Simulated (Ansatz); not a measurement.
Amorphous In24O39Y2, 65 atoms at 6.40 g/cm³, one PBE-relaxed geometry, zone centre. Methods: PBE, scalar-relativistic without spin-orbit coupling (Ansatz, an electronic-structure program); r2SCAN, scalar-relativistic without spin-orbit coupling (Ansatz); HSE06, scalar-relativistic without spin-orbit coupling (Ansatz). Plane waves to 420 eV (r2SCAN 500 eV); exact exchange is cut at the cell's faces. At PBE the levels at the filled edge of the gap are localised (band-tail or defect states). All rungs ran without spin polarisation.

It comes from a melt-quench run on a machine-learned potential (CHGNet), relaxed afterwards by DFT. O atoms were pushed apart under 1.9 Å during the dynamics, to hinder bonds among them. The hot cell started wider than the set density and was brought back towards it in steps. It is the lowest in DFT energy of 2 quenches. It is a model cell: composition and starting density were chosen by hand, and all elements were melted together. No dispersion term was used. Its density started from a set value of 6.39 and ended at 6.40 g/cm³. Cooling (nominally 280 K/ps over its main leg) ran many orders faster than in experiment, which tends to leave more defects and strain. A cell of this size samples the disorder only roughly. Volume and shape were free in the relaxation.

The relaxation ran on the zone centre alone. At PBE the level gap is 0.59 eV on a 2×2×2 Γ-centred mesh, and the spacing at the zone centre alone 0.63 eV.

Q: What zone-centre spacing does r2SCAN give, roughly?

A: 1.05 eV (+0.42 eV against PBE).

Q: What zone-centre spacing does HSE06 give, roughly?

A: 1.98 eV (+1.35 eV against PBE).

The highest filled and the lowest empty state spread over these numbers of atoms (participation numbers): PBE: 9.5 and 61.6; r2SCAN: 8.6 and 61.1; HSE06: 8.3 and 60.6.
